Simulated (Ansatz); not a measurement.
In a (12,0) ZnO nanotube, the lowest empty band has its minimum at Γ and lies 0.016 eV higher 0.0347 Å⁻¹ away along the axis.

All values below come from PBE (plane waves to 420 eV, PAW; Ansatz, a program for electronic structure). Mesh 1×1×6. No spin polarisation. One-dimensional cell, images about 11 Å apart. A hypothetical model, rolled from the flat sheet. Only distortions within the start's symmetry and period were free.

Question: Estimate the electron mass along the axis.

Answer: For a parabola ΔE = ħ²Δk²/2m, and ħ²/2mₑ = 3.810 eV Å². So m/mₑ = 3.810 × 0.0347²/0.016 = 0.29. The curvature over a step a third as long gives 0.27; the band is close to a parabola here.
